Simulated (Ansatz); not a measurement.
# Pressure series in C

The reference is C in the graphite type structure (space group P6_3/mmc, No. 194; a = 2.465 Å, c = 6.729 Å; layered, stacked along the Cartesian z axis).

Cell and atoms are relaxed at each pressure.

All numbers come from DFT with PBE-D3(BJ), PAW potentials and a 420 eV plane-wave cutoff in Ansatz (an electronic-structure program), no spin-orbit coupling, earlier PAW set.

Notes on the quantities. enthalpy: H = E + PV relative to the base's energy.

```csv
case,enthalpy,lattice parameter a
base,–,2.465 Å
pressure −1 GPa,-0.06 eV/atom,___
pressure 0.3 GPa,+0.02 eV/atom,2.464 Å
pressure 0.7 GPa,+0.04 eV/atom,2.464 Å
pressure 1.5 GPa,+0.08 eV/atom,2.462 Å
pressure 3 GPa,+0.16 eV/atom,2.459 Å
pressure 5 GPa,+0.26 eV/atom,2.456 Å
pressure 7.5 GPa,+0.39 eV/atom,2.452 Å
pressure 10 GPa,+0.51 eV/atom,2.448 Å
```

Question: Some entries are withheld; estimate them.

Answer: 
- pressure −1 GPa, lattice parameter a: 2.467 Å

The mesh was chosen for an insulator and is coarse for the gapless case. Load acts through the strain it causes; cell and atoms are relaxed under it. Stability against distortions was not tested. Competing high-pressure phases were not computed.
